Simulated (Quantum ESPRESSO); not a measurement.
Input and output of a self-consistent single point for TaCr2 (Fd-3m, 6 atoms in the cell) (Quantum ESPRESSO).

Method: PBEsol, SSSP 1.1.2 efficiency (PBE) pseudopotentials (plane waves; Quantum ESPRESSO).

```
CELL_PARAMETERS angstrom
     -3.44896     0.00000     3.44896
      0.00000     3.44896     3.44896
     -3.44896     3.44896     0.00000
ATOMIC_POSITIONS crystal
  Ta 0.75000 0.75000 0.75000
  Ta 0.50000 0.50000 0.50000
  Cr 0.12500 0.12500 0.62500
  Cr 0.12500 0.62500 0.12500
  Cr 0.12500 0.12500 0.12500
  Cr 0.62500 0.12500 0.12500
```

Reference input (self-consistent single point, DFT, LDA (PZ), plane waves, GBRV 1.5 ultrasoft (LDA) pseudopotentials): ecutwfc = 50 Ry; ecutrho = 400 Ry; occupations = smearing; smearing = gauss; degauss = 0.0073499 Ry; potentials = {Ta: ta_lda_v1.uspp.F.UPF, Cr: cr_lda_v1.5.uspp.F.UPF}; K_POINTS = automatic 8 8 8 0 0 0; conv_thr = 1e-10 Ry; mixing_beta = 0.5. This run's input differs from it in these lines:

```diff
@@ -18,2 +18,3 @@
   degauss = 0.0073499
+  input_dft = 'pbesol'
 /
@@ -24,4 +25,4 @@
 ATOMIC_SPECIES
-Ta   180.9479  ta_lda_v1.uspp.F.UPF
-Cr    51.9961  cr_lda_v1.5.uspp.F.UPF
+Ta   180.9479  Ta_pbe_v1.uspp.F.UPF
+Cr    51.9961  cr_pbe_v1.5.uspp.F.UPF
 ATOMIC_POSITIONS {crystal}
```

Log, with long lists cut:

```
     Self-consistent Calculation

     iteration #  1     ecut=    50.00 Ry     beta= 0.50

     negative rho (up, down):  2.052E-01 0.000E+00

     total energy              =    -983.12170378 Ry
     estimated scf accuracy    <       4.33726569 Ry

     iteration #  2     ecut=    50.00 Ry     beta= 0.50

     negative rho (up, down):  2.010E-01 0.000E+00

     total energy              =    -982.29129660 Ry
     estimated scf accuracy    <       9.23724930 Ry

     iteration #  3     ecut=    50.00 Ry     beta= 0.50

     negative rho (up, down):  2.025E-01 0.000E+00

     total energy              =    -983.87570015 Ry
     estimated scf accuracy    <       4.38056425 Ry

   [... 18 blocks of this kind left out ...]

     iteration # 22     ecut=    50.00 Ry     beta= 0.50

     negative rho (up, down):  2.043E-01 0.000E+00

     total energy              =    -984.25607006 Ry
     estimated scf accuracy    <          1.5E-10 Ry

     iteration # 23     ecut=    50.00 Ry     beta= 0.50

     negative rho (up, down):  2.043E-01 0.000E+00
     End of self-consistent calculation

     the Fermi energy is    19.2182 ev

!    total energy              =    -984.25607006 Ry
     estimated scf accuracy    <          4.3E-12 Ry
     smearing contrib. (-TS)   =      -0.00175162 Ry
     internal energy E=F+TS    =    -984.25431844 Ry

     convergence has been achieved in  23 iterations

     negative rho (up, down):  2.043E-01 0.000E+00

     Forces acting on atoms (cartesian axes, Ry/au):

     atom    1 type  1   force =     0.00000000    0.00000000   -0.00000000
   [... zero for the other atoms too ...]

     Total force =     0.000000     Total SCF correction =     0.000000

     negative rho (up, down):  2.043E-01 0.000E+00
          total   stress  (Ry/bohr**3)                   (kbar)     P=      -46.42
  -0.00031555   0.00000000   0.00000000          -46.42        0.00        0.00
   0.00000000  -0.00031555  -0.00000000            0.00      -46.42       -0.00
   0.00000000  -0.00000000  -0.00031555            0.00       -0.00      -46.42

   JOB DONE.
```

The run converged in 23 iterations. Against the reference run the pressure goes from -10.77 to -4.64 GPa.

The starting cell comes from a database of computed structures (which also holds hypothetical and non-ambient phases and stackings), without a prior relaxation at this level. Spin polarisation is off. With a pressure of about -5 GPa the cell is away from its equilibrium volume at this level.

Cost on one core of a shared machine: roughly 3 min.
